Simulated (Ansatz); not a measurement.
**A computed series for TiC: response to strain**

Base system: TiC in the rock salt structure (space group Fm-3m, No. 225; a = 4.328 Å; relaxed with 0.1 eV smearing). Axes: x, y, z lie along the cube axes.

Strains are applied to the cell and any free atomic positions relax; under biaxial strain the out-of-plane vector relaxes too; under stress the whole cell relaxes.

All numbers come from Ansatz (a program for electronic structure) r2SCAN, no spin-orbit coupling.

Candidates:
(a) isotropic strain +3.02 %
(b) biaxial strain +4.98 %, plane normal [001], relaxed out of plane
(c) uniaxial strain ε_yy = −5.97 %
(d) uniaxial stress, 0.5 GPa compression along x
(e) uniaxial strain ε_xx = +3.52 %

Notes on the quantities. energy relative to the base: free energy F.

Q: Order them by energy relative to the base, highest first.

A: (b) biaxial strain +4.98 %, plane normal [001], relaxed out of plane (+79 meV/atom), (c) uniaxial strain ε_yy = −5.97 % (+75 meV/atom), (a) isotropic strain +3.02 % (+62 meV/atom), (e) uniaxial strain ε_xx = +3.52 % (+18 meV/atom), (d) uniaxial stress, 0.5 GPa compression along x (0.0 meV/atom)

Beyond what the load breaks, stability against distortions was not tested. The final runs are not spin-polarised.
